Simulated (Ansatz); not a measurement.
# Magnetic orders in NiO

Consider NiO in the rock salt structure (space group Fm-3m, No. 225; a = 4.1157 Å; ferromagnetic).

Each order is relaxed in cell and atoms; arrows give the starting signs on the magnetic atoms.

The values are results of PBEsol in Ansatz (plane waves to 420 eV, PAW, no SOC), not measurements.

Notes on the quantities. energy relative to the base: σ→0; to 0.01 eV only: unlike meshes or grids.

```json
[
 {"case": "base", "shortest interatomic distance": "2.058 Å", "band gap": "zero", "energy relative to the base": "0.00 eV/atom"},
 {"case": "↑↓ start, q = (0, 1/2, 1/2), 4 atoms", "shortest interatomic distance": "2.048 Å", "band gap": "zero", "energy relative to the base": "+0.01 eV/atom"},
 {"case": "↑↓ start, q = (0, 0, 1/2), 4 atoms", "shortest interatomic distance": "?", "band gap": "?", "energy relative to the base": "?"},
 {"case": "non-magnetic", "shortest interatomic distance": "2.046 Å", "band gap": "zero", "energy relative to the base": "+0.01 eV/atom"}
]
```

Problem. What belongs in the blanks?

Solution. 
- ↑↓ start, q = (0, 0, 1/2), 4 atoms, shortest interatomic distance: 2.060 Å
- ↑↓ start, q = (0, 0, 1/2), 4 atoms, band gap: 0.73 eV
- ↑↓ start, q = (0, 0, 1/2), 4 atoms, energy relative to the base: -0.13 eV/atom

Other magnetic orders, which the real material may have, were not ruled out. Stability against distortions was not tested. No Hubbard U is applied, and correlation can decide whether such a compound is a metal. Spin-polarised in the final run: ↑↓ start, q = (0, 1/2, 1/2), 4 atoms, base and ↑↓ start, q = (0, 0, 1/2), 4 atoms; the other runs are not. In its common phase, real NiO is an antiferromagnetic insulator at low temperature.

Ansatz is a program for electronic structure.
